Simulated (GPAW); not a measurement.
**A self-consistent single point of NiAl (Pm-3m, 2 atoms in the cell) with GPAW**

Computed with PBE, GPAW PAW datasets PBE (gpaw-data 1.0.1) (plane waves; GPAW).

Input:

```python
from ase import Atoms
from ase.units import GPa
from gpaw import GPAW

atoms = Atoms(['Al', 'Ni'],
              cell=[[2.890000, 0.000000, 0.000000],
                    [0.000000, 2.890000, 0.000000],
                    [0.000000, 0.000000, 2.890000]],
              scaled_positions=[[0.500000, 0.500000, 0.500000],
                                [0.000000, 0.000000, 0.000000]],
              pbc=True)

calc = GPAW(mode={'name': 'pw', 'ecut': 800},
            xc='PBE',
            kpts=(9, 9, 9),
            occupations={'name': 'fermi-dirac', 'width': 0.1},
            nbands=-10,
            convergence={'density': 1e-05},
            symmetry={'symmorphic': False, 'tolerance': 0.0005},
            maxiter=100)

atoms.calc = calc

energy = atoms.get_potential_energy()
print('Energy (eV):', round(energy, 6))
forces = atoms.get_forces()
print('Forces (eV/Ang):')
print(forces.round(5))
stress = atoms.get_stress()
print('Stress (GPa, Voigt):', (stress / GPa).round(4))
```

Output (repeated stretches shortened):

```
Input parameters:
  convergence: {density: 1e-05}
  kpts: [9 9 9]
  maxiter: 100
  mode: {ecut: 800,
         name: pw}
  nbands: -10
  occupations: {name: fermi-dirac,
                width: 0.1}
  symmetry: {symmorphic: False,
             tolerance: 0.0005}
  xc: PBE

species:
  Al:
    name: Aluminium
    Z: 13.0
    valence: 3
    core: 10
    charge: 0.0
    file: Al.PBE.gz

    # Using partial waves for Al as LCAO basis

  Ni:
    name: Nickel
    Z: 28.0
    valence: 16
    core: 12
    charge: 0.0
    file: Ni.PBE.gz

    # Using partial waves for Ni as LCAO basis

Reference energy: -47971.421712  # eV

Spin-paired calculation

Convergence criteria:
 Maximum [total energy] change in last 3 cyles: 0.0005 eV / valence electron
 Maximum integral of absolute [dens]ity change: 1e-05 electrons / valence electron
 Maximum integral of absolute [eigenst]ate change: 4e-08 eV^2 / valence electron
 Maximum number of scf [iter]ations: 100

Symmetries present (total): 48
Symmetries with fractional translations: 0
729 k-points: 9 x 9 x 9 Monkhorst-Pack grid
35 k-points in the irreducible part of the Brillouin zone
       k-points in crystal coordinates                weights
   0:     0.00000000    0.00000000    0.00000000          1/729
   1:     0.11111111    0.00000000    0.00000000          6/729
   2:     0.11111111    0.11111111    0.00000000         12/729
   [... 7 lines left out ...]
          ...
  34:     0.44444444    0.44444444    0.44444444          8/729

Wave functions: Plane wave expansion
  Cutoff energy: 800.000 eV
  Number of coefficients (min, max): 1229, 1264
  Pulay-stress correction: 0.000000 eV/Ang^3 (de/decut=0.000000)

Occupation numbers: Fermi-Dirac:
  width: 0.1000  # eV

Eigensolver

Densities:
  Coarse grid: 20*20*20 grid
  Fine grid: 40*40*40 grid
  Total Charge: 0.000000

Density mixing:
  Method: separate
  Backend: pulay
  Linear mixing parameter: 0.05
  old densities: 5
  Damping of long wavelength oscillations: 50

Hamiltonian:
  XC and Coulomb potentials evaluated on a 40*40*40 grid
  External potential:
    NoExternalPotential

XC parameters: PBE with 2 nearest neighbor stencil

Number of atoms: 2
Number of atomic orbitals: 16
Number of bands in calculation: 19
Number of valence electrons: 19
Bands to converge: occupied

Density initialized from atomic densities
  16 bands from LCAO basis set
  3 bands from random numbers

Atomic positions and initial magnetic moments

Positions:
   0 Al     1.445000    1.445000    1.445000    ( 0.0000,  0.0000,  0.0000)
   1 Ni     0.000000    0.000000    0.000000    ( 0.0000,  0.0000,  0.0000)

Unit cell:
           periodic     x           y           z      points  spacing
  1. axis:    yes    2.890000    0.000000    0.000000    20     0.1445
  2. axis:    yes    0.000000    2.890000    0.000000    20     0.1445
  3. axis:    yes    0.000000    0.000000    2.890000    20     0.1445

  Lengths:   2.890000   2.890000   2.890000
  Angles:   90.000000  90.000000  90.000000

Effective grid spacing dv^(1/3) = 0.1445

     iter     time        total  log10-change:
                         energy   eigst   dens
iter:   1 --:--:--   -12.569884
iter:   2 --:--:--   -12.411950   -0.66  -1.45
iter:   3 --:--:--   -12.287684   -1.48  -1.52
iter:   4 --:--:--   -12.311825   -2.45  -1.57
iter:   5 --:--:--   -12.326069   -2.79  -1.85
iter:   6 --:--:--   -12.346939   -2.91  -2.26
iter:   7 --:--:--   -12.329448   -3.24  -2.09
iter:   8 --:--:--   -12.329384   -5.46  -3.38
iter:   9 --:--:--   -12.329392c  -6.13  -3.67
iter:  10 --:--:--   -12.329386c  -7.52c -3.55
iter:  11 --:--:--   -12.329374c  -6.53  -3.58
iter:  12 --:--:--   -12.329369c  -6.68  -3.77
iter:  13 --:--:--   -12.329369c  -7.82c -4.39
iter:  14 --:--:--   -12.329369c -10.34c -4.94
iter:  15 --:--:--   -12.329369c  -9.35c -4.97
iter:  16 --:--:--   -12.329369c -10.46c -5.11c

Converged after 16 iterations.

Dipole moment: (-0.000000, 0.000000, 0.000000) |e|*Ang

Energy contributions relative to reference atoms: (reference = -47971.421712)

Kinetic:        +11.884472
Potential:       -7.270322
External:        +0.000000
XC:             -17.019447
Entropy (-ST):   -0.029437
Local:           +0.090647
SIC:             +0.000000
--------------------------
Free energy:    -12.344088
Extrapolated:   -12.329369

Showing only first 2 kpts
 Kpt  Band  Eigenvalues  Occupancy
  0     7      7.42242    2.00000
  0     8      7.42242    2.00000
  0     9     14.34808    0.00000
  0    10     14.34808    0.00000

  1     7      7.32526    2.00000
  1     8      7.43300    2.00000
  1     9     12.53068    0.00000
  1    10     14.64803    0.00000

Fermi level: 8.95359

No gap
No difference between direct/indirect transitions
Energy (eV): -12.329369

Forces in eV/Ang:
  0 Al    0.00000    0.00000    0.00000
  1 Ni    0.00000    0.00000    0.00000

Stress tensor:
    -0.008468     0.000000     0.000000
     0.000000    -0.008468     0.000000
     0.000000     0.000000    -0.008468
Stress (GPa, Voigt): [-1.3567 -1.3567 -1.3567  0.      0.      0.    ]
```

The run converged in 16 iterations. GPAW prints stress with tension positive.

The starting cell has typed, rounded lattice constants, without a prior relaxation at this level. Spin polarisation is off.
